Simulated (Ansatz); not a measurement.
Levels about the gap of amorphous Hf₁₈O₃₈Ce (57 atoms in a cell of 729 Å³, 9.02 g/cm³; zone centre alone, so wide bands show as single levels with stretches between that a denser mesh fills), at the geometry that PBE relaxed, where it gives 0.0 GPa on a denser mesh. The participation number counts the atoms over which a state spreads; weights are charges in smoothed Voronoi cells. The levels come from a single point, so bond lengths are those of that geometry. Method of the levels: PBE, scalar-relativistic without spin-orbit coupling (Ansatz, a quantum-chemistry and plane-wave program). Sampling: the zone centre alone; Fermi-Dirac width 0.01 eV; collinear spin, started from moments on atoms; no Hubbard U, moments started parallel, and no other order was tried (the moments died out). At PBE the levels at both edges of the gap are localised (band-tail or defect states), and the nearest spread-out levels lie 4.3 eV apart at the zone centre.

Preparation: random packing, a CHGNet melt and quench, and a DFT relaxation. O atoms were pushed apart under 1.9 Å during the dynamics, to hinder bonds among them. The hot cell started wider than the set density and was brought back towards it in steps. It is the lowest in DFT energy of 3 quenches. It is a model cell: composition and starting density were chosen by hand, and all elements were melted together. No dispersion term was used. Its density started from a set value of 8.86 and ended at 9.02 g/cm³. The quench (nominally 380 K/ps over its main leg) was far faster than any real one, so the model tends to hold more defects than a real film. Values belong to this one cell and scatter from quench to quench. Volume and shape were free in the relaxation.

```json
[
 {"E - E(highest filled), eV": "-0.22", "filling": "filled", "spin": "up", "participation number": "10.0", "largest on": "O, 3 neighbours", "weight Ce": "0.01", "weight O": "0.94", "weight Hf": "0.05"},
 {"E - E(highest filled), eV": "-0.14", "filling": "filled", "spin": "dn", "participation number": "10.8", "largest on": "O, 2 neighbours", "weight Ce": "0.02", "weight O": "0.94", "weight Hf": "0.04"},
 {"E - E(highest filled), eV": "-0.14", "filling": "filled", "spin": "up", "participation number": "10.8", "largest on": "O, 2 neighbours", "weight Ce": "0.02", "weight O": "0.94", "weight Hf": "0.04"},
 {"E - E(highest filled), eV": "-0.05", "filling": "filled", "spin": "dn", "participation number": "6.7", "largest on": "O, 3 neighbours", "weight Ce": "0.01", "weight O": "0.95", "weight Hf": "0.05"},
 {"E - E(highest filled), eV": "-0.05", "filling": "filled", "spin": "up", "participation number": "6.7", "largest on": "O, 3 neighbours", "weight Ce": "0.01", "weight O": "0.95", "weight Hf": "0.05"},
 {"E - E(highest filled), eV": "0.00", "filling": "filled", "spin": "dn", "participation number": "9.3", "largest on": "O, 3 neighbours", "weight Ce": "0.02", "weight O": "0.94", "weight Hf": "0.04"},
 {"E - E(highest filled), eV": "0.00", "filling": "filled", "spin": "up", "participation number": "9.3", "largest on": "O, 3 neighbours", "weight Ce": "0.02", "weight O": "0.94", "weight Hf": "0.04"},
 {"E - E(highest filled), eV": "1.37", "filling": "empty", "spin": "dn", "participation number": "1.1", "largest on": "Ce, 9 neighbours", "weight Ce": "0.95", "weight O": "0.04", "weight Hf": "0.01"},
 {"E - E(highest filled), eV": "1.37", "filling": "empty", "spin": "up", "participation number": "1.1", "largest on": "Ce, 9 neighbours", "weight Ce": "0.95", "weight O": "0.04", "weight Hf": "0.01"},
 {"E - E(highest filled), eV": "1.43", "filling": "empty", "spin": "up", "participation number": "1.1", "largest on": "Ce, 9 neighbours", "weight Ce": "0.94", "weight O": "0.06", "weight Hf": "0.01"},
 {"E - E(highest filled), eV": "1.43", "filling": "empty", "spin": "dn", "participation number": "1.1", "largest on": "Ce, 9 neighbours", "weight Ce": "0.94", "weight O": "0.06", "weight Hf": "0.01"},
 {"E - E(highest filled), eV": "1.50", "filling": "empty", "spin": "dn", "participation number": "1.2", "largest on": "Ce, 9 neighbours", "weight Ce": "0.92", "weight O": "0.07", "weight Hf": "0.01"},
 {"E - E(highest filled), eV": "1.50", "filling": "empty", "spin": "up", "participation number": "1.2", "largest on": "Ce, 9 neighbours", "weight Ce": "0.92", "weight O": "0.07", "weight Hf": "0.01"},
 {"E - E(highest filled), eV": "1.54", "filling": "empty", "spin": "up", "participation number": "1.2", "largest on": "Ce, 9 neighbours", "weight Ce": "0.92", "weight O": "0.07", "weight Hf": "0.01"}
]
```

Most localised among these is the empty level at +1.37 eV, on a Ce atom, which has 9 neighbours (O 2.26 Å, O 2.32 Å, O 2.35 Å, O 2.38 Å, O 2.43 Å, O 2.51 Å, O 2.52 Å, O 2.63 Å, O 2.82 Å).
